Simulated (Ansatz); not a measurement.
The starting structures come from a database of crystals and need not be the phases stable at ambient conditions.

By PBEsol, the system below comes out a metal.

The ballistic (Sharvin) conductance counts the channels at the Fermi level: G/A = (e²/h) × channels of both spins per area.

Data:

```yaml
crystal:
  lattice:
    - [5.00147, 0.00000, 0.00000]
    - [0.00000, 13.10482, 0.00000]
    - [2.50073, 0.00000, 1.44380]
  atoms:
    - { symbol: Al, position: [0.66667, 0.25000, 0.00000] }
    - { symbol: Al, position: [0.33333, 0.75000, 0.00000] }
    - { symbol: V, position: [0.66667, 0.58638, 0.00000] }
    - { symbol: V, position: [0.33333, 0.41362, 0.00000] }
    - { symbol: V, position: [0.33333, 0.08638, 0.00000] }
    - { symbol: V, position: [0.66667, 0.91362, 0.00000] }
    - { symbol: C, position: [0.00000, 0.00000, 0.00000] }
    - { symbol: C, position: [0.00000, 0.50000, 0.00000] }
```

Space group of this cell: P6_3/mmc. The cell is taken as given; by PBEsol its mean pressure is -3.8 GPa.

The current flows along the normal of the first two printed cell vectors, the (110) plane of the conventional cell. No spin-orbit coupling; the value is a mean over 0.1 eV about the Fermi level.

Task: Give the ballistic conductance per area that PBEsol run with Ansatz (a quantum-chemistry and plane-wave program) yields.

Result: 0.75 × 10¹⁵ S/m² for both spins.
